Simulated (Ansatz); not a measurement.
# Cu, response to strain

The parent structure is Cu in the fcc (Cu type) structure (space group Fm-3m, No. 225; relaxed with 0.1 eV smearing).

```cif
data_Cu
_chemical_formula_sum 'Cu1'
_space_group_name_H-M_alt 'P 1'
_space_group_IT_number 1
_cell_length_a 2.52915
_cell_length_b 2.52915
_cell_length_c 2.52915
_cell_angle_alpha 60.000
_cell_angle_beta 60.000
_cell_angle_gamma 60.000
loop_
_space_group_symop_operation_xyz
  'x, y, z'
loop_
_atom_site_label
_atom_site_type_symbol
_atom_site_fract_x
_atom_site_fract_y
_atom_site_fract_z
_atom_site_occupancy
Cu1 Cu 0.00000 0.00000 0.00000 1
```

Strains are applied to the cell and any free atomic positions relax.

Level of theory: r2SCAN in Ansatz (plane waves to 500 eV, PAW, scalar-relativistic without spin-orbit coupling).

Notes on the quantities. energy relative to the base: free energy F.

```csv
case,pressure,energy relative to the base,volume per atom
base,0.0 GPa,0 meV/atom,11.44 Å³
isotropic strain +0.50 %,-2.4 GPa,+1.3 meV/atom,11.61 Å³
isotropic strain +1.00 %,___,+5.0 meV/atom,11.79 Å³
isotropic strain +1.50 %,-6.5 GPa,___,11.96 Å³
isotropic strain +2.00 %,-8.3 GPa,___,12.14 Å³
isotropic strain +2.50 %,-10.0 GPa,+30 meV/atom,12.32 Å³
isotropic strain +3.00 %,___,+42 meV/atom,12.50 Å³
```

Question: Complete the table.

Answer: 
- isotropic strain +1.00 %, pressure: -4.5 GPa
- isotropic strain +1.50 %, energy relative to the base: +11 meV/atom
- isotropic strain +2.00 %, energy relative to the base: +19 meV/atom
- isotropic strain +3.00 %, pressure: -11.5 GPa

Whether these cells are dynamically stable was not tested. All final runs are without spin polarisation.

Ansatz is an electronic-structure program.
